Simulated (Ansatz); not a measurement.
A set of related cells and their step of the vacuum level across the slab (top less bottom).

Cell A: a slab of Ir (fcc, Fm-3m) cut along (111), 21 atoms, hexagonal cell of 5.48 Å (26.0 Å²), symmetry P3m1 within 0.02 Å, 10.6 Å thick under 16 Å of vacuum, in-plane vectors held at the crystal's; planes from bottom to top: Ir4 × 5 | S; added, foreign or displaced atoms, above the top plane: S bound to 3 Ir at 2.31 Å; spin state with PBE: run without spin, k-point mesh 10×10×1.
```
Ir20S
1.0
    5.47549     0.00000     0.00000
    2.73774     4.74191     0.00000
    0.00000     0.00000    26.91871
Ir S
20 1
Direct
  0.83333   0.33333   0.29940
  0.33401   0.33198   0.29950
  0.83198   0.83401   0.29950
  0.33401   0.83401   0.29950
  0.99996   0.00009   0.38068
  0.50000   0.00000   0.38109
  0.99996   0.49996   0.38068
  0.50009   0.49996   0.38068
  0.16847   0.16577   0.46330
  0.66577   0.16577   0.46330
  0.16667   0.66667   0.46384
  0.66577   0.66847   0.46330
  0.83333   0.33333   0.54603
  0.33336   0.33328   0.54641
  0.83328   0.83336   0.54641
  0.33336   0.83336   0.54641
  0.99684   0.00631   0.62984
  0.50000   0.00000   0.62722
  0.99684   0.49684   0.62984
  0.50631   0.49684   0.62984
  0.16667   0.66667   0.69148
```

Cell B: a slab of Ir (fcc, Fm-3m) cut along (111), 11 atoms, oblique cell of 5.48 × 2.74 Å (13.0 Å²), symmetry Pm within 0.02 Å, 10.6 Å thick under 16 Å of vacuum, in-plane vectors held at the crystal's; planes from bottom to top: Ir2 × 5 | S; added, foreign or displaced atoms, above the top plane: S bound to 3 Ir at 2.29–2.34 Å; spin state with PBE: run without spin, k-point mesh 10×19×1.
```yaml
crystal:
  lattice:
    - [5.47549, 0.00000, 0.00000]
    - [1.36887, 2.37095, 0.00000]
    - [0.00000, 0.00000, 26.91871]
  atoms:
    - { symbol: Ir, position: [0.83366, 0.66621, 0.29965] }
    - { symbol: Ir, position: [0.33188, 0.66802, 0.29962] }
    - { symbol: Ir, position: [0.00019, 0.99975, 0.38092] }
    - { symbol: Ir, position: [0.49976, 0.00018, 0.38090] }
    - { symbol: Ir, position: [0.16656, 0.33350, 0.46365] }
    - { symbol: Ir, position: [0.66910, 0.33093, 0.46334] }
    - { symbol: Ir, position: [0.83399, 0.66594, 0.54592] }
    - { symbol: Ir, position: [0.33469, 0.66543, 0.54682] }
    - { symbol: Ir, position: [0.99795, 0.00207, 0.62887] }
    - { symbol: Ir, position: [0.48097, 0.01914, 0.63245] }
    - { symbol: S, position: [0.68458, 0.31550, 0.69338] }
```

Cell C: a slab of Ir (fcc, Fm-3m) cut along (111), 6 atoms, hexagonal cell of 2.74 Å (6.5 Å²), symmetry P3m1 within 0.02 Å, 10.8 Å thick under 16 Å of vacuum, in-plane vectors held at the crystal's; planes from bottom to top: Ir × 5 | S; added, foreign or displaced atoms, above the top plane: S bound to 3 Ir at 2.43 Å; spin state with PBE: run without spin, k-point mesh 19×19×1.
```xyz
6
Lattice="2.7377 0.0000 0.0000 1.3689 2.3710 0.0000 0.0000 0.0000 26.9187" Properties=species:S:1:pos:R:3 pbc="T T T"
Ir     2.7377     1.5806     8.0539
Ir     0.0000     0.0000    10.2417
Ir     1.3689     0.7903    12.4658
Ir     2.7377     1.5806    14.6985
Ir     0.0000     0.0000    16.9850
S      1.3689     0.7903    18.8274
```

Plane-wave PAW calculations with Ansatz (an electronic-structure program), its default PAW set, cutoff 420 eV, 500 eV for r2SCAN. The structures are at rest with PBE, within the held lattices; other levels are single points on them. Neutral cells; Fermi-Dirac smearing of at most 0.10 eV in the solids, energies taken to zero width. The lattices are those relaxed with PBE, so at other levels the solids can be strained, which adds to the spread. Larger cells are relaxed from a start prepared with the learned potential CHGNet till forces fall under 0.03 eV/Å, which some starts already meet. The structures are the rest points that the relaxations reached, not proven lowest. Spin-orbit coupling is left out. The d electrons get no Hubbard U. Values are for these cell sizes. A dispersion term ran beside these levels; it doesn't touch the electrons. The step measures the slab's dipole per area along the normal.

Q: What does PBE give for the step of the vacuum level across the slab (top less bottom) of each cell (eV)?

A: 
| system | PBE |
|---|---|
| A | -0.44 |
| B | -0.85 |
| C | -1.18 |

With PBE the value is lowest for C and highest for A.

Q: How do the other levels compare?

A: 
```
cell  r2SCAN
----  ------
A      -0.36
B      -0.77
C      -1.14
```

With r2SCAN the value is lowest for C and highest for A.
